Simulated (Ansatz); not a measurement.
The starting structures come from a database of crystals and need not be the phases stable at ambient conditions.

By PBEsol, the system below comes out a metal.

```yaml
crystal:
  lattice:
    - [4.54939, 0.00000, 0.00000]
    - [0.00000, 6.43381, 0.00000]
    - [0.00000, 3.21690, 3.12040]
  atoms:
    - { symbol: Cr, position: [0.50000, 0.75000, 0.25000] }
    - { symbol: Cr, position: [0.50000, 0.25000, 0.75000] }
    - { symbol: Cr, position: [0.00000, 0.50000, 0.25000] }
    - { symbol: Cr, position: [0.00000, 0.50000, 0.75000] }
    - { symbol: Cr, position: [0.25000, 0.00000, 0.50000] }
    - { symbol: Cr, position: [0.75000, 0.00000, 0.50000] }
    - { symbol: Ge, position: [0.00000, 0.00000, 0.00000] }
    - { symbol: Ge, position: [0.50000, 0.50000, 0.00000] }
```

Space group of this cell: Cccm. The cell is strained (lengths along the current scaled by 0.97, ions clamped); by PBEsol its mean pressure is 4.5 GPa.

The current flows along the normal of the first two printed cell vectors. No spin-orbit coupling; the value is a mean over 0.1 eV about the Fermi level.

**Question.** Predict the ballistic conductance per area from Ansatz (a program for electronic structure) with PBEsol.

**Answer.** 0.90 × 10¹⁵ S/m² for both spins.
